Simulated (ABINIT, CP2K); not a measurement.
An ABINIT input for a self-consistent single point of Cu3AsS4 (P-43m, 8 atoms in the cell) (DFT, PBEsol, plane waves, PAW (JTH v2.0 PBE PAW, files made for PBE)):

```
# Cu3AsS4, JTH v2.0 PBE PAW
pp_dirpath "./"
pseudos "Cu.GGA_PBE-JTH.xml, As.GGA_PBE-JTH.xml, S.GGA_PBE-JTH.xml"
acell 3*1.0 Angstrom
rprim
         5.1429810000    0.0000000000    0.0000000000
         0.0000000000    5.1429810000    0.0000000000
         0.0000000000    0.0000000000    5.1429810000
natom 8
ntypat 3
znucl 29 33 16
typat 1 1 1 2 3 3 3 3
xcart
         0.0000000000    4.8594127771    4.8594127771
         4.8594127771    0.0000000000    4.8594127771
         4.8594127771    4.8594127771    0.0000000000
         0.0000000000    0.0000000000    0.0000000000
         2.4557528410    7.2630727131    7.2630727131
         7.2630727131    7.2630727131    2.4557528410
         7.2630727131    2.4557528410    7.2630727131
         2.4557528410    2.4557528410    2.4557528410
ecut 30
pawecutdg 60
pawxcdev 0
ixc -116133
occopt 3
tsmear 0.1 eV
nband 60
kptopt 1
ngkpt 7 7 7
nshiftk 1
shiftk 0 0 0
nstep 60
toldfe 1.0e-09
prtwf 0
prtden 0
```

Q: Write the same calculation as an input for CP2K.

A: One input that does it (others would too):

```
&GLOBAL
  PROJECT calc
  RUN_TYPE ENERGY_FORCE
  PRINT_LEVEL MEDIUM
&END GLOBAL
&FORCE_EVAL
  METHOD Quickstep
  STRESS_TENSOR ANALYTICAL
  &DFT
    BASIS_SET_FILE_NAME BASIS_MOLOPT
    POTENTIAL_FILE_NAME GTH_POTENTIALS
    &QS
      METHOD GPW
      EPS_DEFAULT 1E-11
    &END QS
    &MGRID
      CUTOFF 600
      REL_CUTOFF 50
      NGRIDS 5
    &END MGRID
    &SCF
      SCF_GUESS ATOMIC
      EPS_SCF 1E-6
      MAX_SCF 100
      ADDED_MOS 11
      &DIAGONALIZATION
        ALGORITHM STANDARD
      &END DIAGONALIZATION
      &MIXING
        METHOD BROYDEN_MIXING
        ALPHA 0.3
        NBUFFER 12
        BETA 1
      &END MIXING
      &SMEAR ON
        METHOD FERMI_DIRAC
        ELECTRONIC_TEMPERATURE [K] 1160.45
      &END SMEAR
    &END SCF
    &KPOINTS
      SCHEME MONKHORST-PACK 7 7 7
    &END KPOINTS
    &XC
      &XC_FUNCTIONAL
        &PBE
          PARAMETRIZATION PBESOL
        &END PBE
      &END XC_FUNCTIONAL
    &END XC
    &PRINT
      &MO
        EIGENVALUES T
        OCCUPATION_NUMBERS T
        NDIGITS 8
        FILENAME mo
        &EACH
          QS_SCF 0
        &END EACH
        ADD_LAST NUMERIC
      &END MO
      &MULLIKEN ON
      &END MULLIKEN
    &END PRINT
  &END DFT
  &SUBSYS
    &CELL
      A 5.14298100 0.00000000 0.00000000
      B 0.00000000 5.14298100 0.00000000
      C 0.00000000 0.00000000 5.14298100
      PERIODIC XYZ
    &END CELL
    &COORD
      Cu       0.00000000     2.57149050     2.57149050
      Cu       2.57149050     0.00000000     2.57149050
      Cu       2.57149050     2.57149050     0.00000000
      As       0.00000000     0.00000000     0.00000000
      S        1.29952844     3.84345256     3.84345256
      S        3.84345256     3.84345256     1.29952844
      S        3.84345256     1.29952844     3.84345256
      S        1.29952844     1.29952844     1.29952844
    &END COORD
    &KIND Cu
      BASIS_SET DZVP-MOLOPT-SR-GTH-q11
      POTENTIAL GTH-PBE-q11
    &END KIND
    &KIND As
      BASIS_SET DZVP-MOLOPT-SR-GTH-q5
      POTENTIAL GTH-PBE-q5
    &END KIND
    &KIND S
      BASIS_SET DZVP-MOLOPT-SR-GTH-q6
      POTENTIAL GTH-PBE-q6
    &END KIND
  &END SUBSYS
  &PRINT
    &FORCES ON
    &END FORCES
    &STRESS_TENSOR ON
    &END STRESS_TENSOR
  &END PRINT
&END FORCE_EVAL
```

Basis, cutoffs, solver keys and any potentials are the target program's own. This input uses DFT PBEsol, GPW, DZVP-MOLOPT-SR-GTH basis, GTH-PBE potentials (GTH_POTENTIALS).

The starting cell comes from a database of computed structures (which also holds hypothetical and non-ambient phases and stackings), without a prior relaxation at this level. Its lattice was rescaled by a random factor within 2.5 % of one.
